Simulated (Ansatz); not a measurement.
## CdS: stress against strain

CdS (wurtzite, P6_3mc, 23.850 Å³/atom at rest, c along z) under an equal strain ε in the (0001) plane with the normal axis free, as in a coherent film. LDA in Ansatz, a plane-wave DFT program (PAW, default set), 420 eV, 9×9×5 Γ-centred mesh, Fermi-Dirac smearing 0.05 eV; ions are relaxed within the symmetry of each cell. Stress is positive for a compressed cell.

Here s stands for strain and y for stress xx.

| strain (%) | stress xx (GPa) |
|---|---|
| -1.20 | 1.23 |
| -0.60 | 0.61 |
| 0.00 | 0.00 |
| 0.60 | -0.62 |
| 1.20 | -1.22 |
| 3.00 | ? |

Task: Using a straight line, estimate the missing y at s = 3.00 from the other rows, showing the fit.

Result: Means: s 0, y 0.000. About the means, the sum of products is -3.6780 and the sum of squares of s is 3.6000; the slope is their ratio. Least squares gives y = 0.000 - 1.0217·s. Residuals (row less fit): 0.004, -0.003, 0.000, -0.007, 0.006; standard error 0.006 (degrees of freedom: 3). The slope gives the biaxial elastic modulus of this plane = 102 ± 0.3 GPa. At the withheld row, y = 0.000 - 1.0217 × 3.0 = -3.065 GPa. The calculation gives -2.93 GPa, 0.135 GPa above the prediction (3.2 % of the range of y in the table). The row lies outside the fitted rows, so this is an extrapolation. From the scatter of the fitted rows alone, a prediction at this place has a standard error of 0.012 GPa, so the miss is 11.2 times that.

One order more, fitted to all 11 runs of the series, follows each within 0.01, so the miss is the next term of a smooth law. Rows are the converged runs of the series near zero and its far end; series whose fitted rows scatter by over a few per cent of the range, as at a crossing or softening among them, aren't shown in this form. Most that stay on the fit to the last digits aren't either.
